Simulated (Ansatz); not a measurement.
```xyz
2
Lattice="2.9656 0.0000 0.0000 0.0000 2.9656 0.0000 1.4828 -1.4828 2.0970" Properties=species:S:1:pos:R:3 pbc="T T T"
Mg     0.0000     0.0000     0.0000
O      1.4828     1.4828     0.0000
```

Space group of this cell: Fm-3m, rock salt. The cell is taken as given; by r2SCAN its mean pressure is 1.3 GPa.

The numbers are results of r2SCAN (plane waves, PAW; Ansatz, a program for electronic structure), not measurements.

The current runs along the normal of the first two printed vectors; no spin-orbit coupling. Scaled by the factor s: both lengths across the current (ions clamped). Meshes 14×14×14 and 10×10 across the current in all rows.

```csv
s,mean pressure (GPa),band gap (eV)
0.98,9.0,?
1.00,1.3,5.76
1.02,-4.9,5.35
```

Take the slope of the band gap against ln s from the two given rows, extrapolate to s = 0.98, and say what the run there gives.

Slope = (5.35 − 5.76) / ln 1.02 = -20.7 eV. The line gives 5.76 + (-20.7) × ln 0.98 = 6.18 eV. The run gives 6.16 eV, 0.02 eV under the line, 4 % of the predicted step.
